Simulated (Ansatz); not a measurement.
# Fermi-surface data of ZrN (Fm-3m)

Consider the following.

```xyz
2
Lattice="0.0000 2.2628 2.2628 2.2628 0.0000 2.2628 2.2628 2.2628 0.0000" Properties=species:S:1:pos:R:3 pbc="T T T"
Zr     2.2628     2.2628     2.2628
N      0.0000     0.0000     0.0000
```

These are PBEsol, rigid bands (plane waves, PAW, scalar-relativistic; Ansatz, a first-principles code) values and carry that method's errors. Condition of this run: hydrostatic pressure 5 GPa (the target of the relaxation). Geometry: cell and atoms relaxed with PBEsol, then loaded as said.

```yaml
density of states at the Fermi level: 0.636 states/(eV·cell), both spins
bare Sommerfeld coefficient: 0.75 mJ/(mol of atoms·K²)
drude_plasma_energy: 9.0 eV
root-mean-square Fermi velocity: 1.1e6 m/s
resistivity times τ: 6.0 ×10⁻²² Ω·m·s
```

A metal at this level (no band gap); rigid bands, thermally averaged at 300 K, both spins. Spin-orbit coupling is left out. τ is one relaxation time for all states.
